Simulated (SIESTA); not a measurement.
**Short convergence ladders for ZrSc (P3m1, 2 atoms in the cell)**

```xyz
2
Lattice="3.2993 0.0000 0.0000 -1.6496 2.8572 0.0000 0.0000 0.0000 5.1808" Properties=species:S:1:pos:R:3 pbc="T T T"
Zr     1.6496     0.9524     0.0500
Sc     0.0000     0.0000     2.5904
```

Base method: LDA PW92, numerical atomic orbitals DZP, PseudoDojo LDA standard norm-conserving potentials (rewritten from UPF to PSML) run with SIESTA 5.4.2.

Base settings: XC.functional = LDA; XC.authors = PW92; potentials = PseudoDojo LDA standard; PAO.BasisSize = DZP; PAO.EnergyShift = 0.01 Ry; MeshCutoff = 400 Ry; kgrid.MonkhorstPack = 6 6 3; OccupationFunction = FD; ElectronicTemperature = 1160.45 K; MaxSCFIterations = 150.

**The width of Fermi-Dirac smearing**

In this ladder: kgrid.MonkhorstPack = 10 10 5.

Narrow widths need finer meshes than wide ones, so the last steps can hold mesh noise.

Only quantities that move along the ladder and can be compared are tabulated; pressure and forces are left out, as mesh noise rules them at narrow widths.

```csv
ElectronicTemperature,free energy less the last step's (meV/atom)
11604.5 K,-2200.52
5802.26 K,-586.18
3481.36 K,-208.10
2320.9 K,-90.26
1160.45 K,-19.16
580.23 K,0.00
```

Widest ElectronicTemperature that holds the free energy within 5 meV/atom: not settled: the last two steps still differ by 19 meV/atom, over half the tolerance, so the ladder does not show it.

**The width of Methfessel-Paxton smearing**

In this ladder: kgrid.MonkhorstPack = 10 10 5; OccupationFunction = MP; OccupationMPOrder = 1.

Narrow widths need finer meshes than wide ones, so the last steps can hold mesh noise.

Only quantities that move along the ladder and can be compared are tabulated; pressure and forces are left out, as mesh noise rules them at narrow widths.

```tsv
ElectronicTemperature	free energy less the last step's (meV/atom)
11604.5 K	4.77
5802.26 K	-3.56
3481.36 K	-2.13
2320.9 K	-0.82
1160.45 K	0.19
580.23 K	0.00
```

Widest ElectronicTemperature that holds the free energy within 0.5 meV/atom of the last step, with all finer ones: 1160.45 K; the step before is off by 0.82 meV/atom.

On the base run: the starting cell comes from a database of computed structures (which also holds hypothetical and non-ambient phases and stackings), without a prior relaxation at this level. Its lattice was rescaled by up to half a per cent. One atom was moved a little off its site on purpose. Values carry the incompleteness of an atom-centred basis. In the base run, with a pressure of about -9 GPa the cell is away from its equilibrium volume at this level. Without a gap this mesh is coarse (it stands for a supercell whose shortest vector is 16 Å).

Left out of this page: 4 runs of the series outside the window shown, repeating another row's setting, or not comparable.
